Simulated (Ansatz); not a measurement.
The reference is CuI in the zinc blende structure (space group F-43m, No. 216; a = 5.9393 Å).

Levels (all Ansatz, a program for electronic structure, PAW): PBEsol (420 eV, no SOC); r2SCAN (500 eV, scalar-relativistic without spin-orbit coupling).

Its gap is 1.17 eV with PBEsol and 1.80 eV with r2SCAN.

One thing is altered: cell and atoms relaxed at a pressure of 2.1 GPa.

With PBEsol the gap becomes 1.29 eV.

### Question
If the r2SCAN correction stayed the same, what would the r2SCAN gap be, and what does the r2SCAN run give?

### Answer
A rigid correction of +0.63 eV gives 1.92 eV. The r2SCAN run gives 1.92 eV, so the two effects roughly add.

Single points use the geometry relaxed with PBEsol. With I present, leaving out spin-orbit coupling can change the band edges. Load acts through the strain it causes; cell and atoms are relaxed under it. Stability against distortions was not tested. Tetrahedral semiconductors of this kind turn to denser phases somewhere between about 1 and 50 GPa; those were not computed, so compressed cells here can lie past the real transition. All final runs are without spin polarisation.
